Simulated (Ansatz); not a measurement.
A computed series for Sb: response to strain

The parent structure is Sb in the fcc (Cu type) structure (space group Fm-3m, No. 225; relaxed with 0.1 eV smearing).

```yaml
crystal:
  lattice:
    - [0.00000, 2.35715, 2.35715]
    - [2.35715, 0.00000, 2.35715]
    - [2.35715, 2.35715, 0.00000]
  atoms:
    - { symbol: Sb, position: [0.00000, 0.00000, 0.00000] }
```

Cartesian axes are those of the cell as printed.

Strains are applied to the cell and any free atomic positions relax.

Levels (all Ansatz, a program for electronic structure, PAW): PBEsol (420 eV, no SOC); r2SCAN (500 eV, spin-orbit coupling left out).

Pressures by level, all at the geometries relaxed with PBEsol:

```tsv
case	PBEsol	r2SCAN
base	0.0 GPa	2.5 GPa
isotropic strain +2.84 %	-4.7 GPa	-2.6 GPa
uniaxial strain ε_yy = +2.17 %	-1.4 GPa	1.0 GPa
strain tensor (xx, yy, zz, yz, xz, xy) = (−0.74, +0.92, +0.18, −0.82, −0.68, +0.67) %	-0.2 GPa	2.3 GPa
tensor shear ε_yz = +0.48 %	0.0 GPa	2.5 GPa
```

Single points use the geometry relaxed with PBEsol. Their cutoffs differ, which shifts pressures a little. No phonon test of stability was made. This is not the structure that Sb has at room temperature and ambient pressure.
